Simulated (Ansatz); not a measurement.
TaAs (Pm-3m) against Cu in narrow wires

TaAs (Pm-3m): ρ₀ = 17.7 μΩ·cm, ℓ = 9.36 nm. Cu (Fm-3m): ρ₀ = 1.66 μΩ·cm, ℓ = 40.5 nm. Both at 300 K by PBEsol, DFPT electron-phonon coupling, linearised Boltzmann equation (plane waves, PAW, scalar-relativistic; Ansatz, a quantum-chemistry and plane-wave program); third figures are kept for the arithmetic, and halving the electron mesh moves ρ₀ by up to 3 and 1 % at 300 K, and ℓ by up to 8 and 1 % (the most at any temperature). Cell of TaAs (Pm-3m): a = b = c = 3.1797 Å, α = β = γ = 90.00°.

Square wire of width d: ρ − ρ₀ = ρ₀ℓ × [0.75(1 − p)/d + 1.5R/((1 − R)D)], with p = 0.5, R = 0.5, D = d.

### Question
What are ρ₀ℓ and ρ(d)?

### Answer
With D = d the size term is Kρ₀ℓ/d, K = 0.75 × 0.5 + 1.5 × 0.5/0.50 = 1.88. TaAs (Pm-3m): ρ₀ℓ = 16.6×10⁻¹⁶ Ω·m², ρ = 17.7 + 310/d. Cu: 6.72×10⁻¹⁶ Ω·m², ρ = 1.66 + 126/d (μΩ·cm, d in nm).

### Question
By these numbers, below which width does TaAs (Pm-3m) have the lower resistivity?

### Answer
Nowhere: neither ρ₀ nor ρ₀ℓ of TaAs (Pm-3m) lies under that of Cu.

### Question
Give copper a liner of 1 nm on each side that carries no current, and suppose that TaAs (Pm-3m) needs no liner. Tabulate ρL/d² for L = 1 μm against the trench width w. Take w = 10, 12, 14, 20 nm.

### Answer
| w (nm) | ρ, TaAs (Pm-3m) (μΩ·cm) | Ω/μm, TaAs (Pm-3m) | core d (nm) | ρ, Cu (μΩ·cm) | Ω/μm, Cu |
|---|---|---|---|---|---|
| 10 | 49 | 4900 | 8 | 17.5 | 2700 |
| 12 | 44 | 3000 | 10 | 14.3 | 1430 |
| 14 | 40 | 2000 | 12 | 12.2 | 850 |
| 20 | 33 | 830 | 18 | 8.7 | 270 |

The line of Cu has the lower resistance at w = 10, 12, 14, 20 nm. For Cu, d lies under 0.3 ℓ at w = 10, 12, 14 nm, where the formula is only a guide.

The formula is the first-order form of the Fuchs-Sondheimer and Mayadas-Shatzkes models for a square wire of an isotropic metal and fails where d lies far under ℓ. Neither p nor R nor D comes from the calculation. ℓ is weighted by the current that each state carries; one path shared by all states gives a smaller ρ₀ℓ, by an amount that differs from metal to metal. Impurities, surface states and whether the polymorph can be grown are outside these numbers.

Computed structure with no diffraction record at hand here (it may be known, metastable or hypothetical): TaAs (Pm-3m). The missing spin-orbit coupling matters most for TaAs (Pm-3m).
